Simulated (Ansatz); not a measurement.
Cr2GaC (P6₃/mmc, No. 194, 8 atoms in the cell; start mp-20197) was calculated with r²SCAN (PAW; Ansatz, an electronic-structure program).

Settings: plane-wave cutoff 560 eV, 24×24×6 k mesh (along the axes of the cell as run), Fermi–Dirac smearing 0.05 eV, no spin polarisation, scalar-relativistic PAW data made under PBE.

Cell (relaxed at this level):

Space group P6₃/mmc (No. 194); a = 2.847 Å, b = 2.847 Å, c = 12.413 Å, α = 90.00°, β = 90.00°, γ = 120.00°

```
atom  site  symmetry       x       y       z
----  ----  --------  ------  ------  ------
Cr      4f       3m.  0.3333  0.6667  0.0851
Ga      2d      -6m2  0.6667  0.3333  0.2500
C       2a      -3m.  0.0000  0.0000  0.0000
```

Give the computed bulk modulus B0.


- bulk modulus B0 = 204 GPa

Note: the run has no spin polarisation, so it can have missed a magnetic state; the bulk modulus is −V dP/dV from two relaxed cells at ±2 % in volume; the relaxation could not lower the start's symmetry, so the cell can be a saddle point above a distorted one.

Computed values are for the static lattice.

A start named mp-… is a Materials Project structure, which need not be a measured phase.
